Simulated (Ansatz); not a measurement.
## CsPbCl3 (Pm-3m): band-edge transport data

```
CELL_PARAMETERS angstrom
      5.67350     0.00000     0.00000
      0.00000     5.67350     0.00000
      0.00000     0.00000     5.67350
ATOMIC_POSITIONS crystal
  Cs 0.00000 0.00000 0.00000
  Pb 0.50000 0.50000 0.50000
  Cl 0.00000 0.50000 0.50000
  Cl 0.50000 0.00000 0.50000
  Cl 0.50000 0.50000 0.00000
```

Level of theory: r2SCAN with spin-orbit coupling, rigid bands (plane waves, PAW; Ansatz, an electronic-structure program). Geometry: cell and atoms relaxed with r2SCAN.

- band gap: 1.18 eV
- electron conductivity mass (300 K, dilute): 0.22 mₑ
- hole conductivity mass (300 K, dilute): 0.198 mₑ
- effective density of states N_c (300 K): 2.4e18 cm⁻³
- effective density of states N_v (300 K): 2.1e18 cm⁻³
- density-of-states mass, electrons: 0.21 mₑ
- density-of-states mass, holes: 0.192 mₑ
- Seebeck coefficient, n-type 1e19 cm⁻³, 300 K: -122 μV/K
- Seebeck coefficient, p-type 1e19 cm⁻³, 300 K: 112 μV/K

Rigid bands; masses and Seebeck coefficients take one relaxation time τ for all states and one kind of carrier; polarons and phonon drag are left out.

CsPbCl3 (Pm-3m): a high-temperature phase held by its symmetry.
